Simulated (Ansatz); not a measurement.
The starting structures come from a database of crystals and need not be the phases stable at ambient conditions.

 Where the default PAW files enter, the runs use the earlier of Ansatz's two default sets.

By PBEsol, the system below comes out a metal.

The ballistic (Sharvin) conductance counts the channels at the Fermi level: G/A = (e²/h) × channels of both spins per area.

Consider the following.

```
CELL_PARAMETERS angstrom
      2.98301     0.00000     0.00000
      0.00000     4.21861     0.00000
      0.00000     2.10931     2.10931
ATOMIC_POSITIONS crystal
  Si 0.50000 0.50000 0.00000
  Rh 0.00000 0.00000 0.00000
```

Space group of this cell: Pm-3m, CsCl type. The cell is taken as given; by PBEsol its mean pressure is -7.9 GPa.

The current flows along the normal of the first two printed cell vectors, the (110) plane of the conventional cell. No spin-orbit coupling; the value is a mean over 0.1 eV about the Fermi level.

Q: Compute, with PBEsol in Ansatz (a first-principles code), the ballistic conductance per area.

A: 1.2 × 10¹⁵ S/m² for both spins.
